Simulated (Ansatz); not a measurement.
The starting structures come from a database of crystals and need not be the phases stable at ambient conditions.

The decay constant κ of evanescent states in the gap governs leakage through a thin film.

Here is the system:

```yaml
crystal:
  lattice:
    - [5.72336, 0.00000, 0.00000]
    - [1.27176, 8.41602, 0.00000]
    - [-2.22580, 4.20801, 3.08620]
  atoms:
    - { symbol: Mg, position: [0.83196, 0.24518, 0.83890] }
    - { symbol: Mg, position: [0.16804, 0.75482, 0.16110] }
    - { symbol: Mg, position: [0.50694, 0.91592, 0.83890] }
    - { symbol: Mg, position: [0.49306, 0.08408, 0.16110] }
    - { symbol: Nb, position: [0.16061, 0.58939, 0.82122] }
    - { symbol: Nb, position: [0.83939, 0.41061, 0.17878] }
    - { symbol: N, position: [0.84745, 0.90255, 0.19490] }
    - { symbol: N, position: [0.15255, 0.09745, 0.80510] }
    - { symbol: N, position: [0.15361, 0.27173, 0.14084] }
    - { symbol: N, position: [0.84639, 0.72827, 0.85916] }
    - { symbol: N, position: [0.48723, 0.58743, 0.14084] }
    - { symbol: N, position: [0.51277, 0.41257, 0.85916] }
```

Space group of this cell: C2/c. The cell is taken as given; by PBEsol its mean pressure is -3.8 GPa.

Transport runs along the normal of the first two printed cell vectors.

The gap is the functional's own. No spin-orbit coupling. Mid-gap values are interpolated on the energy grid.

Compute, with PBEsol (Ansatz, a program for electronic structure), the band gap and the smallest decay constant κ at mid-gap.

Gap 1.20 eV on a 10×10×10 mesh; κ = 0.362 1/Å, at (-0.333, 0.250) of the in-plane reciprocal vectors. At the zone centre, at the nearest computed energy, the slowest state has κ = 0.37 1/Å.
